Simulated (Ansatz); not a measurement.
A self-consistent single point of ScPt₃ (P4mm, 4 atoms in the cell) with Ansatz (a first-principles code).

Method of the run: PBEsol, default PAW files made with PBE (plane waves; Ansatz).

The change in words: lattice scaled by 0.98; basis.ecutwfc: 30.9 Ry → 54 Ry. Reference geometry:
```xyz
4
Lattice="3.9643 0.0000 0.0000 0.0000 3.9643 0.0000 0.0000 0.0000 3.9643" Properties=species:S:1:pos:R:3 pbc="T T T"
Sc     0.0000     0.0000     0.0500
Pt     1.9822     1.9822     0.0000
Pt     0.0000     1.9822     1.9822
Pt     1.9822     0.0000     1.9822
```

Reference input (self-consistent single point, DFT, PBEsol, plane waves, default PAW files made with PBE): basis.ecutwfc = 30.9 Ry; kpoints.mp_grid.grid = 7 7 7; hamiltonian.xc = pbesol; hamiltonian.pseudopotentials = {kind: paw} (the program's default PAW files); scf.occupations.method = fermi_dirac; scf.occupations.width = 0.0073 Ry. This run's input differs from it in these lines:

Ansatz 0.2 input:
```diff
@@ -3,12 +3,12 @@
   lattice:
-    - [3.964319, 0.000000, 0.000000]
-    - [0.000000, 3.964319, 0.000000]
-    - [0.000000, 0.000000, 3.964319]
+    - [3.885033, 0.000000, 0.000000]
+    - [0.000000, 3.885033, 0.000000]
+    - [0.000000, 0.000000, 3.885033]
   atoms:
-    - { symbol: Sc, position_ang: [0.000000, 0.000000, 0.050002] }
-    - { symbol: Pt, position_ang: [1.982160, 1.982160, 0.000000] }
-    - { symbol: Pt, position_ang: [0.000000, 1.982160, 1.982160] }
-    - { symbol: Pt, position_ang: [1.982160, 0.000000, 1.982160] }
+    - { symbol: Sc, position_ang: [0.000000, 0.000000, 0.049002] }
+    - { symbol: Pt, position_ang: [1.942516, 1.942516, 0.000000] }
+    - { symbol: Pt, position_ang: [0.000000, 1.942516, 1.942516] }
+    - { symbol: Pt, position_ang: [1.942516, 0.000000, 1.942516] }
 basis:
-  ecutwfc: 30.9 Ry
+  ecutwfc: 54.0 Ry
 kpoints:
```

Output, abridged:

```
SCF iter   1: F=—  HF=-39267.023280 eV  |F-HF|=—  |Δ(HF+E_count)|=         —  Δρ=9.89e-3  dr2=7.88e-2  ethr=1.77e-3  ⟨swp⟩=5.2  Hψ=5030  notcnv=0
all-band conjugate gradients solve this SCF's bands
preconditioner: auto → Kerker (q_TF=auto, 2.776 Å⁻¹)
SCF iter   2: F=—  HF=-39267.012652 eV  |F-HF|=—  |Δ(HF+E_count)|=   1.06e-2  Δρ=4.74e-3  dr2=2.06e-2  ethr=1.21e-4  ⟨swp⟩=1.3  Hψ=2013  notcnv=0
SCF iter   3: F=—  HF=-39267.008851 eV  |F-HF|=—  |Δ(HF+E_count)|=   3.80e-3  Δρ=9.17e-4  dr2=8.44e-4  ethr=3.18e-5  ⟨swp⟩=2.0  Hψ=1958  notcnv=0
SCF iter   4: F=—  HF=-39267.008689 eV  |F-HF|=—  |Δ(HF+E_count)|=   1.62e-4  Δρ=1.83e-4  dr2=4.86e-5  ethr=1.30e-6  ⟨swp⟩=2.5  Hψ=2232  notcnv=0
SCF iter   5: F=—  HF=-39267.008669 eV  |F-HF|=—  |Δ(HF+E_count)|=   1.95e-5  Δρ=4.64e-5  dr2=9.29e-7  ethr=7.47e-8  ⟨swp⟩=2.1  Hψ=1849  notcnv=0
SCF iter   6: F=-39267.008669 eV  HF=-39267.008669 eV  |F-HF|=5.05e-8  |Δ(HF+E_count)|=   2.23e-7  Δρ=1.12e-5  dr2=8.42e-8  ethr=1.54e-10  ⟨swp⟩=5.2  Hψ=6149  notcnv=0
SCF 1 converged in 6 iterations: F = -39267.008669 eV  dr2 = 8.42e-8
Free energy (F): -39267.008669 eV
Internal energy: -39266.929657 eV  (E = F + TS)
E sigma→0 (E₀):  -39266.969163 eV
Entropy (-TS):   -0.079013 eV (-19.753 meV/atom)
Fermi energy:    22.110398 eV
--- Forces (eV/Å), atoms counted from 1 ---
  atom   1  Sc    -0.00000000     0.00000000    -0.50072804
  atom   2  Pt     0.00000000     0.00000000     0.02122572
  atom   3  Pt     0.00000000     0.00000000     0.23973767
  atom   4  Pt     0.00000000     0.00000000     0.23973767
--- Stress (GPa, compression-positive) ---
       13.326902       0.000000       0.000000
        0.000000      13.326902       0.000000
        0.000000       0.000000      13.345768
  P = ⅓ Tr σ = 13.3332 GPa (133.332 kbar)
  The stress holds the Pulay correction. Without it, at fixed plane waves, as pw.x and ABINIT print it: P = 13.3311 GPa
```

The run converged in 6 iterations. Against the reference run the free energy goes up by 28.3 meV/atom, the pressure goes from -1.96 to 13.33 GPa and the largest force goes from 0.386 to 0.501 eV/Å.

The starting cell comes from a database of computed structures (which also holds hypothetical and non-ambient phases and stackings), without a prior relaxation at this level. Its lattice was rescaled by up to half a per cent. One atom was moved a little off its site on purpose. For this run, on top of that: lattice scaled by 0.98. Spin polarisation is off. Ansatz's pressure includes its estimate of the finite-basis (Pulay) stress.
